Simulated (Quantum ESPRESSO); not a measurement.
**Quick settings and what they miss: MgS (F-43m, 2 atoms in the cell)**

Self-consistent single point.

```yaml
crystal:
  lattice:
    - [0.00000, 2.83312, 2.83312]
    - [2.83312, 0.00000, 2.83312]
    - [2.83312, 2.83312, 0.00000]
  atoms:
    - { symbol: Mg, position: [0.00000, 0.00000, 0.00000] }
    - { symbol: S, position: [0.75000, 0.75000, 0.75000] }
```

Method of the run: PBEsol, PseudoDojo standard norm-conserving (PBESOL) pseudopotentials (plane waves; Quantum ESPRESSO).

Base settings: ecutwfc = 85 Ry; occupations = fixed; potentials = {Mg: Mg.upf, S: S.upf}; K_POINTS = automatic 8 8 8 1 1 1; nbnd = 14; conv_thr = 1e-08 Ry.

Tight run (finer mesh or higher cutoff; not a proven limit): ecutwfc: 85 Ry → 119 Ry; conv_thr: 1e-08 Ry → 7.3e-11 Ry; K_POINTS: automatic 8 8 8 1 1 1 → automatic 11 11 11 1 1 1. It gave top of the valence band (on the code's own zero) 3.02 eV; gap on the k-point mesh 3.40 eV; pressure -0.42 GPa.

Quick runs, as changes from the base:
- A: the base itself
- B: ecutwfc: 85 Ry → 68 Ry; conv_thr: 1e-08 Ry → 7.3e-05 Ry; K_POINTS: automatic 8 8 8 1 1 1 → automatic 6 6 6 1 1 1
- C: ecutwfc: 85 Ry → 68 Ry; conv_thr: 1e-08 Ry → 7.3e-06 Ry; K_POINTS: automatic 8 8 8 1 1 1 → automatic 2 2 2 1 1 1
- D: ecutwfc: 85 Ry → 42 Ry; K_POINTS: automatic 8 8 8 1 1 1 → automatic 4 4 4 1 1 1
- E: ecutwfc: 85 Ry → 51 Ry; occupations: fixed → smearing; nbnd: 14 → default; K_POINTS: automatic 8 8 8 1 1 1 → automatic 3 3 3 1 1 1; smearing: default → mp; degauss: default → 0.019992 Ry
- F: ecutwfc: 85 Ry → 59 Ry; occupations: fixed → smearing; nbnd: 14 → default; K_POINTS: automatic 8 8 8 1 1 1 → automatic 4 4 4 1 1 1; smearing: default → fd; degauss: default → 0.0099958 Ry
- G: tstress: true → default; K_POINTS: automatic 8 8 8 1 1 1 → automatic 2 2 2 1 1 1; input_dft: default → hse; nqx1: default → 2; nqx2: default → 2; nqx3: default → 2 [HSE06]

Dashes: energy of G, another energy zero; pressure of G, no comparable value; count of G, another kind of functional, whose work the count does not hold.

Gaps are read on each run's own mesh, which may miss the band edges.

† marks runs with another functional, U, potentials or spin treatment: their distance from the tight run is not a convergence error alone.

The count of work is k-points × plane waves × bands × iterations; it is no time. 

The starting cell comes from a database of computed structures (which also holds hypothetical and non-ambient phases and stackings), without a prior relaxation at this level. The shifted mesh does not hold Γ, so a gap read on it misses any band edge there.

```csv
run,energy less tight (meV/atom),pressure less tight (GPa),gap on the mesh less tight (eV),count of work / tight
A,0.3,0.00,0.099,0.19
B,39.6,-3.18,0.251,0.037
C,46.9,-3.09,1.591,0.0026
D,6054.6,-166.99,0.529,0.0096
E,1500.7,-61.34,0.968,0.0066
F,331.7,-19.01,0.602,0.016
G†,–,–,3.012,–
```

Among the runs at the tight run's level, the energy misses run from 0.3 to 6054.6 meV/atom.
